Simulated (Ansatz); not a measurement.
Take YN in the rock salt structure (space group Fm-3m, No. 225; a = 4.856 Å) as the base. Axes: x, y, z lie along the cube axes.

Calculations: PBEsol (Ansatz, a program for electronic structure, PAW, scalar-relativistic without spin-orbit coupling).

Strains are applied to the cell and any free atomic positions relax; under biaxial strain the out-of-plane vector relaxes too; under stress the whole cell relaxes.

One change was made to it. Results:

```tsv
quantity	base	after
energy relative to the base (free energy F)	0 meV/atom	+3.2 meV/atom
band gap	0.08 eV	zero
volume per atom	14.31 Å³	14.19 Å³
```

Question: Name the change that was made.
A) isotropic strain +0.99 %
B) uniaxial stress, 5 GPa compression along x
C) isotropic strain −3.00 %
D) biaxial strain −1.64 %, plane normal [001], relaxed out of plane

Answer: B, uniaxial stress, 5 GPa compression along x. For comparison, the energy relative to the base in the other runs: isotropic strain −3.00 % gives +68 meV/atom; isotropic strain +0.99 % gives +6.5 meV/atom; biaxial strain −1.64 %, plane normal [001], relaxed out of plane gives +10 meV/atom.

The mesh was chosen for an insulator and is coarse for the gapless case. Stability under load was not tested beyond the relaxation. All final runs are without spin polarisation. The zero or small gap of YN can change with the level of theory.
